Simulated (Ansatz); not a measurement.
**Response to strain in ZnO**

The parent structure is ZnO in the wurtzite structure (space group P6_3mc, No. 186; a = 3.1869 Å, c = 5.1526 Å). Axes: x lies along a and z along c of the hexagonal cell.

Strains are applied to the cell and any free atomic positions relax.

Method: DFT with LDA, PAW potentials and a 420 eV plane-wave cutoff in Ansatz (a first-principles code), without spin-orbit coupling.

Notes on the quantities. pressure: mean of the normal stresses, compression positive.

```csv
case,pressure,volume per atom,band gap
base,0.0 kbar,11.33 Å³,0.80 eV
uniaxial strain ε_zz = −3.00 %,51.2 kbar,10.99 Å³,0.88 eV
uniaxial strain ε_zz = −2.40 %,40.5 kbar,11.06 Å³,0.87 eV
uniaxial strain ε_zz = −1.80 %,30.1 kbar,11.13 Å³,0.85 eV
uniaxial strain ε_zz = −1.20 %,19.8 kbar,11.19 Å³,0.83 eV
uniaxial strain ε_zz = −0.60 %,9.8 kbar,11.26 Å³,0.82 eV
```

Whether these cells are dynamically stable was not tested.
